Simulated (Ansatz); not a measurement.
Ga2O3 (model structure, started from the Bi2O3 type, P6₃mc, No. 186, 20 atoms in the cell) was calculated with PBEsol in Ansatz (PAW).

The input as run:

Ansatz 0.2 input:
```yaml
crystal:
  lattice:
    - [7.0745596458, 0.0, 0.0]
    - [-3.5372798229, 6.1267483739, 0.0]
    - [0.0, 0.0, 4.8063355773]
  atoms:
    - { symbol: Ga, position: [0.3351158052, 0.1675579026, 0.7735308868] }
    - { symbol: Ga, position: [0.1675579026, 0.3351158052, 0.2735308868] }
    - { symbol: Ga, position: [0.8324420974, 0.1675579026, 0.7735308868] }
    - { symbol: Ga, position: [0.6648841948, 0.8324420974, 0.2735308868] }
    - { symbol: Ga, position: [0.8324420974, 0.6648841948, 0.7735308868] }
    - { symbol: Ga, position: [0.1675579026, 0.8324420974, 0.2735308868] }
    - { symbol: Ga, position: [0.3333333333, 0.6666666667, 0.6755528004] }
    - { symbol: Ga, position: [0.6666666667, 0.3333333333, 0.1755528004] }
    - { symbol: O, position: [0.5461368542, 0.0922737084, -0.0715051868] }
    - { symbol: O, position: [0.4538631458, 0.5461368542, 0.4284948132] }
    - { symbol: O, position: [0.9077262916, 0.4538631458, -0.0715051868] }
    - { symbol: O, position: [0.4538631458, 0.9077262916, 0.4284948132] }
    - { symbol: O, position: [0.5461368542, 0.4538631458, -0.0715051868] }
    - { symbol: O, position: [0.0922737084, 0.5461368542, 0.4284948132] }
    - { symbol: O, position: [0.7222172806, 0.8611086403, 0.8858033665] }
    - { symbol: O, position: [0.8611086403, 0.7222172806, 0.3858033665] }
    - { symbol: O, position: [0.1388913597, 0.8611086403, 0.8858033665] }
    - { symbol: O, position: [0.2777827194, 0.1388913597, 0.3858033665] }
    - { symbol: O, position: [0.1388913597, 0.2777827194, 0.8858033665] }
    - { symbol: O, position: [0.8611086403, 0.1388913597, 0.3858033665] }
basis:
  ecutwfc: 520
  ecutrho_ratio: 4
  xc_grid: 2
kpoints:
  mp_grid: { grid: [6, 6, 8] }
  band_path:
    path:
      - [0.0, 0.0, 0.0]
      - [0.125, 0.0, 0.0]
      - [0.25, 0.0, 0.0]
      - [0.375, 0.0, 0.0]
      - [0.5, 0.0, 0.0]
      - [0.416667, 0.166667, 0.0]
      - [0.333333, 0.333333, 0.0]
      - [0.266667, 0.266667, 0.0]
      - [0.2, 0.2, 0.0]
      - [0.133333, 0.133333, 0.0]
      - [0.066667, 0.066667, 0.0]
      - [0.0, 0.0, 0.083333]
      - [0.0, 0.0, 0.166667]
      - [0.0, 0.0, 0.25]
      - [0.0, 0.0, 0.333333]
      - [0.0, 0.0, 0.416667]
      - [0.0, 0.0, 0.5]
      - [0.125, 0.0, 0.5]
      - [0.25, 0.0, 0.5]
      - [0.375, 0.0, 0.5]
      - [0.5, 0.0, 0.5]
      - [0.416667, 0.166667, 0.5]
      - [0.333333, 0.333333, 0.5]
      - [0.266667, 0.266667, 0.5]
      - [0.2, 0.2, 0.5]
      - [0.133333, 0.133333, 0.5]
      - [0.066667, 0.066667, 0.5]
      - [0.5, 0.0, 0.416667]
      - [0.5, 0.0, 0.333333]
      - [0.5, 0.0, 0.25]
      - [0.5, 0.0, 0.166667]
      - [0.5, 0.0, 0.083333]
      - [0.333333, 0.333333, 0.416667]
      - [0.333333, 0.333333, 0.333333]
      - [0.333333, 0.333333, 0.25]
      - [0.333333, 0.333333, 0.166667]
      - [0.333333, 0.333333, 0.083333]
    npoints: 1
hamiltonian:
  xc: pbesol
  dispersion: none
  pseudopotentials: { kind: paw }
scf:
  occupations: { method: fermi_dirac, width: 0.01 }
  convergence: { dr2_threshold: 0.000000002 }
output:
  forces: true
  stress: true
  eigenvalues: true
  write_bands: true
```

From the output:

```
Crystal: 20 atoms, lattice volume = 208.326 Å³
Basis set: ecut = 520 eV, 5567 PW (Γ), exchange–correlation on 108×108×72 points (8 copies of the dense FFT grid, shifted against one another)
Bands: 108, of which v1, the nominal top of the filled ones, is band 88 counted from 1 (87 counted from 0)
Symmetry: 12 space group operations
Space group: P63mc (ITA 186), of the structure as read, at distance tolerance 5.9e-5 Å
k-points: 35 of 288 (time reversal used)
Functional: x = pbesol(κ = 0.804, μ = 0.12345679012345678), c = pbesol(β = 0.046)
SCF iter   1: F=—  HF=-36676.239582 eV  |F-HF|=—  |Δ(HF+E_count)|=         —  Δρ=1.68e-2  dr2=4.74e-1
SCF iter   2: F=—  HF=-36676.109633 eV  |F-HF|=—  |Δ(HF+E_count)|=   1.30e-1  Δρ=4.30e-3  dr2=3.68e-2
  ...
SCF iter  10: F=—  HF=-36676.099364 eV  |F-HF|=—  |Δ(HF+E_count)|=   7.81e-9  Δρ=1.74e-6  dr2=5.11e-9
SCF iter  11: F=-36676.099364 eV  HF=-36676.099364 eV  |F-HF|=1.82e-10  |Δ(HF+E_count)|=   5.84e-9  Δρ=4.23e-7  dr2=4.08e-10
SCF 1 converged in 11 iterations: F = -36676.099364 eV  dr2 = 4.08e-10
SCF converged after 11 iterations
Free energy (F): -36676.099364 eV
Internal energy: -36676.099364 eV  (E = F + TS)
E sigma→0 (E₀):  -36676.099364 eV
Fermi energy:    8.792473 eV
--- Forces (eV/Å), atoms counted from 1 ---
  atom   1  Ga     0.00117844     0.00068037     0.00079086
  atom   2  Ga    -0.00000000     0.00136075     0.00079086
  atom   3  Ga    -0.00117844     0.00068037     0.00079086
  atom   4  Ga    -0.00117844    -0.00068037     0.00079086
  atom   5  Ga     0.00000000    -0.00136075     0.00079086
  atom   6  Ga     0.00117844    -0.00068037     0.00079086
  atom   7  Ga     0.00000000     0.00000000    -0.00076484
  atom   8  Ga    -0.00000000     0.00000000    -0.00076484
  atom   9  O      0.00000000     0.00035714     0.00029748
  atom  10  O     -0.00030929     0.00017857     0.00029748
  atom  11  O     -0.00030929    -0.00017857     0.00029748
  atom  12  O     -0.00000000    -0.00035714     0.00029748
  atom  13  O      0.00030929    -0.00017857     0.00029748
  atom  14  O      0.00030929     0.00017857     0.00029748
  atom  15  O      0.00055860     0.00032251    -0.00083045
  atom  16  O      0.00000000     0.00064502    -0.00083045
  atom  17  O     -0.00055860     0.00032251    -0.00083045
  atom  18  O     -0.00055860    -0.00032251    -0.00083045
  atom  19  O     -0.00000000    -0.00064502    -0.00083045
  atom  20  O      0.00055860    -0.00032251    -0.00083045
--- Stress (GPa, compression-positive) ---
       -0.000649       0.000000       0.000000
       -0.000000      -0.000649       0.000000
        0.000000       0.000000       0.008298
  P = ⅓ Tr σ = 0.0023 GPa (0.023 kbar)
```

The PAW data were made under PBE.

Note: the relaxation could raise the start's symmetry but not lower it, so the cell can be a saddle point.

Computing time: about 2.9 core-minutes (a rough figure).

A model structure was made by putting elements into a prototype or built by hand; it is no filed structure, need not be a known phase, and can be a saddle point held by its symmetry.

Ansatz is a program for electronic structure.
